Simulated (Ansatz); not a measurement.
**W: response to strain**

Consider W in the bcc (W type) structure (space group Im-3m, No. 229; a = 3.135 Å; relaxed with 0.1 eV smearing). Axes: x, y, z lie along the cube axes.

Strains are applied to the cell and any free atomic positions relax.

All numbers come from LDA (Ansatz, an electronic-structure program), spin-orbit coupling left out.

Notes on the quantities. energy relative to the base: free energy F; pressure: mean of the normal stresses, compression positive.

```json
[
 {"case": "base", "energy relative to the base": "0 meV/atom", "shortest interatomic distance": "2.715 Å", "pressure": "0.0 GPa"},
 {"case": "uniaxial strain ε_zz = −3.00 %", "energy relative to the base": "+26 meV/atom", "shortest interatomic distance": "2.688 Å", "pressure": "11.0 GPa"},
 {"case": "uniaxial strain ε_zz = −2.50 %", "energy relative to the base": "+18 meV/atom", "shortest interatomic distance": "2.693 Å", "pressure": "9.1 GPa"},
 {"case": "uniaxial strain ε_zz = −1.50 %", "energy relative to the base": "+6.3 meV/atom", "shortest interatomic distance": "2.702 Å", "pressure": "5.3 GPa"},
 {"case": "uniaxial strain ε_zz = −1.00 %", "energy relative to the base": "+2.8 meV/atom", "shortest interatomic distance": "2.706 Å", "pressure": "3.5 GPa"},
 {"case": "uniaxial strain ε_zz = −0.50 %", "energy relative to the base": "[?]", "shortest interatomic distance": "2.711 Å", "pressure": "1.7 GPa"},
 {"case": "uniaxial strain ε_zz = +1.00 %", "energy relative to the base": "[?]", "shortest interatomic distance": "2.724 Å", "pressure": "-3.3 GPa"},
 {"case": "uniaxial strain ε_zz = +1.50 %", "energy relative to the base": "+5.9 meV/atom", "shortest interatomic distance": "2.729 Å", "pressure": "-4.8 GPa"},
 {"case": "uniaxial strain ε_zz = +2.00 %", "energy relative to the base": "+10 meV/atom", "shortest interatomic distance": "2.733 Å", "pressure": "-6.3 GPa"},
 {"case": "uniaxial strain ε_zz = +3.00 %", "energy relative to the base": "+23 meV/atom", "shortest interatomic distance": "2.743 Å", "pressure": "-9.2 GPa"}
]
```

Question: What belongs in the blanks?

Answer: 
- uniaxial strain ε_zz = −0.50 %, energy relative to the base: +0.7 meV/atom
- uniaxial strain ε_zz = +1.00 %, energy relative to the base: +2.6 meV/atom

Whether these cells are dynamically stable was not tested. All final runs are without spin polarisation.
